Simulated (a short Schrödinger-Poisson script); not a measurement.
Structure: gated Al0.33Ga0.67As/GaAs modulation-doped gas in a quantum well, at 20 K.

```tsv
layer	material	thickness (nm)	Nd (cm⁻³)	Na (cm⁻³)
1	Al0.33Ga0.67As	8	-	-
2	Al0.33Ga0.67As	30	1.2e18	-
3	Al0.33Ga0.67As	10	-	-
4	GaAs	6	-	-
5	Al0.33Ga0.67As	4000	-	6e15
```

Constants are typed, rounded textbook-type inputs, not results; the design itself was drawn at random and stands for no fabricated device. Al0.33Ga0.67As: permittivity 11.96, conduction-band edge (eV) 0.261, gap (eV) 1.836, electron mass (mₑ) 0.0944, Nv at 300 K (cm⁻³) 9e18. GaAs: permittivity 12.9, conduction-band edge (eV) 0, gap (eV) 1.424, Nv at 300 K (cm⁻³) 9e18.

Channel valleys (confinement mass, in-plane density-of-states mass, number): Γ 0.067, 0.067, 1. At the gate the conduction-band edge of layer 1 lies 1.01 eV − eVg above the Fermi level of the channel; the field vanishes at the back. Donor level 0.02 eV below the band edge. The barrier under the gate holds no holes. Gaps are held at their typed values at every temperature. Mesh 0.08 nm at interfaces.

From a short Schrödinger-Poisson script (our own, NumPy): 1D Poisson equation in equilibrium, electrons quantum, Hartree (BenDaniel-Duke, 40 states a valley, the channel's in-plane mass for all, wave functions free to enter the barrier), parabolic valleys, classical holes, donors ionised by Fermi statistics, acceptors fully, no traps, pinning or gate leakage.

Task: List the lowest subbands of each valley and their electrons at Vg = 0.5 V.

Result: 
```tsv
valley	subband	energy from the Fermi level (meV)	electrons (cm⁻²)	share (%)
Γ	0	-12.9	3.62e11	100.0
Γ	1	28.4	< 1e6	0.0
Γ	2	52.3	< 1e6	0.0
```

All electrons: 3.62e11 cm⁻².
